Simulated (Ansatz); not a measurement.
The starting structures come from a database of crystals and need not be the phases stable at ambient conditions.

 Where the default PAW files enter, the runs use the earlier of Ansatz's two default sets.

Input:

```yaml
crystal:
  lattice:
    - [4.00390, 0.00000, 0.00000]
    - [0.00000, 5.62318, 0.00000]
    - [0.00000, 0.00000, 4.00390]
  atoms:
    - { symbol: Zn, position: [0.00000, 0.00000, 0.00000] }
    - { symbol: Sn, position: [0.50000, 0.50000, 0.50000] }
    - { symbol: P, position: [0.50000, 0.77294, 0.00000] }
    - { symbol: P, position: [0.00000, 0.22706, 0.50000] }
```

Space group of this cell: P-4m2. The cell is taken as given.

Method: r2SCAN (plane waves, PAW; Ansatz, an electronic-structure program).

The current runs along the normal of the first two printed vectors; no spin-orbit coupling. Scaled by the factor s: the length along the current (ions clamped). Meshes 8×6×8 and 8×6 across the current in all rows.

| s | mean pressure (GPa) | slowest mid-gap decay constant κ (1/Å) |
|---|---|---|
| 0.97 | 2.7 | ? |
| 1.00 | 0.2 | 0.070 |
| 1.03 | -1.9 | 0.059 |

**Question.** Take the slope of the slowest mid-gap decay constant κ against ln s from the two given rows, extrapolate to s = 0.97, and say what the run there gives.

**Answer.** Slope = (0.059 − 0.070) / ln 1.03 = -0.372 1/Å. The line gives 0.070 + (-0.372) × ln 0.97 = 0.081 1/Å. The run gives 0.074 1/Å, 0.007 1/Å under the line, 65 % of the predicted step.
